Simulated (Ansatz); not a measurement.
## Thickness series in ZnS

Consider ZnS in the wurtzite structure (space group P6_3mc, No. 186; a = 3.782 Å, c = 6.208 Å). Axes: x lies along a and z along c of the hexagonal cell.

Free-standing slabs (4 atom(s) a layer) normal to the y axis with 15 Å of vacuum; in-plane cell held at bulk.

The values are results of PBEsol in Ansatz (plane waves to 420 eV, PAW, without spin-orbit coupling), not measurements.

Notes on the quantities. excess energy per area of both faces: slab less bulk energy over the cell's area: twice a surface energy; layer's space group: with vacuum.

| case | excess energy per area of both faces | band gap | thickness between the outermost nuclei | layer's space group |
|---|---|---|---|---|
| base | – | 2.15 eV | – | – |
| 1 layer | – | ___ | 1.48 Å | Pmn2_1 (No. 31) |
| 2 layers | 0.93 J/m² | 2.37 eV | 4.72 Å | Pmc2_1 (No. 26) |
| 3 layers | 0.95 J/m² | 2.28 eV | 7.98 Å | Pmn2_1 (No. 31) |
| 4 layers | 0.96 J/m² | 2.23 eV | 11.24 Å | Pmc2_1 (No. 26) |

**Question.** Fill in the withheld entries from the trend.

**Answer.** 
- 1 layer, band gap: 2.78 eV

The excess energy carries the mismatch between the slab's and the bulk's meshes. Whether these cells are dynamically stable was not tested.

Ansatz is a quantum-chemistry and plane-wave program.
